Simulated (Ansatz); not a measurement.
Results of LDA (Ansatz, a first-principles code, PAW) for ZnIn₂O₄ (model structure, started from the defect chalcopyrite type, I-4, No. 82, 7 atoms in the cell).

Run with plane-wave cutoff 520 eV, 10×10×10 k mesh, Fermi–Dirac smearing 0.01 eV, scalar-relativistic PAW data made under PBE.

Cell (relaxed at this level):

In2ZnO4 is taken in the tetragonal space group I-4 (No. 82), Pearson symbol tI14. Cell: a = b = 4.6276 Å, c = 9.9578 Å, α = β = γ = 90.00°. In1 on 2b has 4 O at 2.044 Å (tetrahedral). In2 on 2d has 4 O at 2.041 Å (tetrahedral). Zn on 2a is surrounded by 4 O at 1.936 Å (tetrahedral). O on 8g is surrounded by 1 Zn at 1.936 Å and 2 In at 2.041–2.044 Å. (Neighbours: up to the widest gap in distance over summed covalent radii, below 1.35, at either atom; cation-cation and far metal-metal contacts left out.)
(The calculation used a cell of 7 atoms; values per cell refer to that cell.)

Q: Predict the band gap.

A: 
band gap: 0.80 eV

Note: the relaxation could raise the start's symmetry but not lower it, so the cell can be a saddle point.

Spin–orbit coupling is not included.

Computed values are for the static lattice.

Cost on a shared machine: roughly 60 core-seconds.

A model structure was made by putting elements into a prototype or built by hand; it is no filed structure, need not be a known phase, and can be a saddle point held by its symmetry.
